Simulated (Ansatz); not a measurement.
Results of PBE0 in Ansatz (plane waves, PAW) for fluorite PbF₂ (high-temperature phase).

Run with plane-wave cutoff 520 eV, 6×6×6 k mesh, scalar-relativistic PAW data made under PBE.

Cell (relaxed at this level):

Space group Fm-3m (No. 225); a = 5.9488 Å, b = 5.9488 Å, c = 5.9488 Å, α = 90.00°, β = 90.00°, γ = 90.00°

```json
[
 {"atom": "Pb", "site": "4a", "symmetry": "m-3m", "x": "0.0000", "y": "0.0000", "z": "0.0000"},
 {"atom": "F", "site": "8c", "symmetry": "-43m", "x": "0.2500", "y": "0.2500", "z": "0.2500"}
]
```
(The calculation used a cell of 3 atoms; values per cell refer to that cell.)

Q: What does this level give for the elastic constant C11, Young modulus, Voigt–Reuss–Hill bulk modulus, Poisson ratio, elastic constant C12 and elastic constant C44?

A: 
- elastic constant C11 = 110 GPa
- Young modulus = 66.9 GPa
- Voigt–Reuss–Hill bulk modulus = 72.0 GPa
- Poisson ratio = 0.345
- elastic constant C12 = 53.0 GPa
- elastic constant C44 = 22.7 GPa

Measured, for comparison: elastic constant C11 96.1 ± 0.09 GPa, elastic constant C44 20.8 ± 0.01 GPa (room temperature, no zero-point or thermal correction; as tabulated in Jamieson, Manghnani, Matsui, Ming, J. Geophys. Res. 91, 4643 (1986)). Computed (rounded) less measured: elastic constant C11 +14 %, elastic constant C44 +9 %. A static lattice is as a rule a little smaller and stiffer than an uncorrected measurement, which narrows the difference in the elastic constant C44 and would widen misses of the other sign.

Elastic constants are with the ions relaxed.

Spin–orbit coupling is not included; it can shift volumes and moduli of such heavy elements.

Computing time: very roughly 60 core-minutes.

Ansatz is a program for electronic structure.
